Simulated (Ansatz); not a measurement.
**2 layers of ZrO2-1T, started at parallel, shifted by (2/3,1/3) (facing O atop O, which symmetry holds and which is mostly a maximum against sliding)**

Calculation: PBE+D3(BJ) (plane waves to 420 eV, PAW; Ansatz, a quantum-chemistry and plane-wave program). Scalar-relativistic, without spin–orbit coupling; PBE gaps are too small against experiment. Its k-point mesh 12×12×1, Fermi–Dirac width 0.01 eV. A dipole correction is on.

The gap between facing atomic planes comes out as 3.15 Å. The step of the vacuum level across the stack (top less bottom) comes out as 0.00 eV. The interaction energy of the frozen layers is -15.4 meV/Å² and the interaction energy without the D3 term at this geometry comes out as +3.0 meV/Å². The PBE gap over the mesh and listed points off it is 4.36 eV, indirect (lowest direct gap 4.62 eV) and the valence and conduction edges under the vacuum level of the lower face is 7.74 and 3.39 eV.

```yaml
crystal:
  lattice:
    - [3.26596, 0.00000, 0.00000]
    - [-1.63298, 2.82841, 0.00000]
    - [0.00000, 0.00000, 25.95600]
  atoms:
    - { symbol: O, position: [0.66667, 0.33333, 0.36487] }
    - { symbol: Zr, position: [0.00000, 0.00000, 0.40215] }
    - { symbol: O, position: [0.33333, 0.66667, 0.43934] }
    - { symbol: O, position: [0.33333, 0.66667, 0.56065] }
    - { symbol: Zr, position: [0.66667, 0.33333, 0.59783] }
    - { symbol: O, position: [0.00000, 0.00000, 0.63512] }
```
